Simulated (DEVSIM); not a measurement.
Structure: Ni/Si3N4/n-Si capacitor, at 450 K.

| layer (left to right) | material | thickness (nm) | Nd (cm⁻³) |
|---|---|---|---|
| 1 | Si3N4 | 15.0 | - |
| 2 | Si | 4400 | 1.7e16 |

Metal gate on the left, work function 5.1 eV. Fixed charge at the semiconductor interface 0 cm⁻² (in units of +e); no interface traps.

Constants are typed, rounded textbook-type inputs, not results; the design itself was drawn at random and stands for no fabricated device. Values at 300 K; Nc and Nv go as T^1.5, mobilities as T to minus their exponent, the gap by Varshni's rule with the affinity fixed.

```csv
parameter,Si3N4,Si
gap (eV),5.1,1.124
affinity (eV),2.1,4.05
permittivity,7.5,11.7
Nc (cm⁻³),-,2.86e19
Nv (cm⁻³),-,3.1e19
Varshni α (eV/K),-,0.000473
Varshni β (K),-,636
```

DEVSIM, 1D Poisson equation in equilibrium, Boltzmann statistics, complete ionisation; no quantum confinement or tunnelling. Metal contacts follow the ideal Schottky-Mott rule: no Fermi-level pinning, no interface dipoles.

Problem. Give the band bending (positive: bands bend down) and minority sheet density.

Solution. 
| Vg (V) | ψs (V) | minority carriers (cm⁻²) |
|---|---|---|
| -1.9 | -0.767 | 4.8e12 |
| -1.6 | -0.754 | 4.0e12 |
| -1.3 | -0.738 | 3.2e12 |
| -1 | -0.719 | 2.5e12 |
| -0.7 | -0.694 | 1.7e12 |
| -0.4 | -0.658 | 9.8e11 |
| -0.1 | -0.596 | 3.3e11 |
| 0.2 | -0.430 | 8.0e9 |
| 0.5 | -0.176 | < 1e8 |
| 0.8 | 0.036 | < 1e8 |
| 1.1 | 0.148 | < 1e8 |
| 1.4 | 0.204 | < 1e8 |
| 1.7 | 0.239 | < 1e8 |
| 2 | 0.264 | < 1e8 |
| 2.3 | 0.283 | < 1e8 |
| 2.6 | 0.298 | < 1e8 |
